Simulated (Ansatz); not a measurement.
Consider MoSi$_{2}$ (space group I4/mmm, No. 139; a = 3.174 Å, c = 7.779 Å; relaxed with 0.1 eV smearing). Axes: x, y, z lie along a, b, c of the conventional cell.

Method: LDA (Ansatz, a program for electronic structure; PAW; 420 eV plane waves; no SOC).

Now apply this change: uniaxial strain ε_zz = +1.50 %, all other strain components held at zero; the atoms relax in the strained cell.

Predict the stress tensor and what it implies for the stiffness.

Stress of the strained cell less that of the base (GPa, compression positive):
```
   -1.4     0.0     0.0
    0.0    -1.4     0.0
    0.0     0.0    -7.4
```

Then −Δσ_ii/ε with ε = 0.0150 gives secant stiffness values (nonlinear terms included at this strain): C33 ≈ 496 GPa, C13 ≈ 96 GPa and C23 ≈ 96 GPa.

As a check, the harmonic strain energy −½ V₀ Δσ:ε is 4.5 meV/atom; the computed energy rise is 4.7 meV/atom.

Stability against distortions was not tested. All final runs are without spin polarisation.
